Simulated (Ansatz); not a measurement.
**Pd, response to strain**

Start from Pd in the fcc (Cu type) structure (space group Fm-3m, No. 225; relaxed with 0.1 eV smearing).

```
CELL_PARAMETERS angstrom
      0.00000     1.93885     1.93885
      1.93885     0.00000     1.93885
      1.93885     1.93885     0.00000
ATOMIC_POSITIONS crystal
  Pd 0.00000 0.00000 0.00000
```

Cartesian axes are those of the cell as printed.

Strains are applied to the cell and any free atomic positions relax; under biaxial strain the out-of-plane vector relaxes too.

Method: PBEsol (Ansatz, a program for electronic structure, PAW, scalar-relativistic without spin-orbit coupling).

Notes on the quantities. energy relative to the base: free energy F.

```csv
"biaxial strain, plane normal [001], relaxed out of plane (%)",energy relative to the base (meV/atom)
-3,16.3
-2.5,?
-2,6.8
-1.5,3.7
-1,1.6
-0.5,0.4
0,0.0
```

Problem. Fit ΔE = Aε² + Bε³ (ε in %) to the rows shown and predict the withheld row.

Solution. Least squares on the printed values gives A = 1.48 and B = -0.11 meV/atom (largest residual 0.0 meV/atom); this predicts 11.0 meV/atom, and the run gives 11.0 meV/atom, in agreement.

No phonon test of stability was made. All final runs are without spin polarisation.
